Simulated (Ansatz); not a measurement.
## A computed series for InAs: element substitutions

Start from InAs in the zinc blende structure (space group F-43m, No. 216; a = 6.087 Å).

Each row replaces one element on all its sites; cell and atoms are relaxed.

Levels (all Ansatz, a quantum-chemistry and plane-wave program, PAW): PBEsol (420 eV, no spin-orbit coupling); r2SCAN (500 eV, scalar-relativistic without spin-orbit coupling).

Band gaps by level, all at the geometries relaxed with PBEsol:

```
case      PBEsol   r2SCAN
-------  -------  -------
base        zero  0.14 eV
In → Ga  0.42 eV        ?
In → Cd     zero     zero
As → Ru     zero     zero
```

Q: Some entries are withheld; estimate them.

A: 
- In → Ga, r2SCAN: 0.99 eV

Single points use the geometry relaxed with PBEsol. Whether these cells are dynamically stable was not tested. As relaxed here, CdAs and InRu are hypothetical phases, not in the database extracts checked. All final runs are without spin polarisation. An odd electron count without spin: CdAs and InRu. InRu has a high density of states at the Fermi level and may be magnetic at this level. The zero or small gap of InAs can change with the level of theory.
